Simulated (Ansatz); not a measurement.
**Carrier properties of BN under load (space group P6_3mc)**

Data:

```yaml
crystal:
  lattice:
    - [2.50440, 0.00000, 0.00000]
    - [-1.25220, 2.16887, 0.00000]
    - [0.00000, 0.00000, 4.14425]
  atoms:
    - { symbol: B, position: [0.33333, 0.66667, 0.00043] }
    - { symbol: B, position: [0.66667, 0.33333, 0.50043] }
    - { symbol: N, position: [0.33333, 0.66667, 0.37457] }
    - { symbol: N, position: [0.66667, 0.33333, 0.87457] }
```

These are PBE, rigid bands (plane waves, PAW, scalar-relativistic; Ansatz, an electronic-structure program) values and carry that method's errors. Condition of this run: hydrostatic pressure of 18 GPa (compression positive) (the target of the relaxation). How the cell was made: cell and atoms relaxed with PBEsol, then loaded as said.

```json
{
  "band_gap": "5.09 eV",
  "electron conductivity mass (300 K, dilute)": "0.50 (x), 0.50 (y), 0.30 (z) mₑ",
  "hole conductivity mass (300 K, dilute)": "0.83 (x), 0.83 (y), 1.27 (z) mₑ",
  "effective density of states N_c (300 K)": "1.3e19 cm⁻³",
  "effective density of states N_v (300 K)": "4.7e19 cm⁻³",
  "density_of_states_mass_electrons": "0.65 mₑ",
  "density_of_states_mass_holes": "1.52 mₑ",
  "Seebeck coefficient, n-type 1e19 cm⁻³, 300 K": "-248 μV/K",
  "best n-type power factor at 300 K for τ = 10 fs (best axis; densities from 1e16 to 1e21 cm⁻³ tried, whether or not they can be reached)": "7.5 μW/(cm·K²) at 3e19 cm⁻³",
  "Seebeck coefficient, p-type 1e19 cm⁻³, 300 K": "349 μV/K",
  "best p-type power factor at 300 K for τ = 10 fs (best axis; densities from 1e16 to 1e21 cm⁻³ tried, whether or not they can be reached)": "9.2 μW/(cm·K²) at 1e20 cm⁻³"
}
```

Rigid bands; masses and Seebeck coefficients take one relaxation time τ for all states and one kind of carrier; polarons and phonon drag are left out. Spin-orbit coupling is left out. Geometry: cell and atoms relaxed with PBEsol.
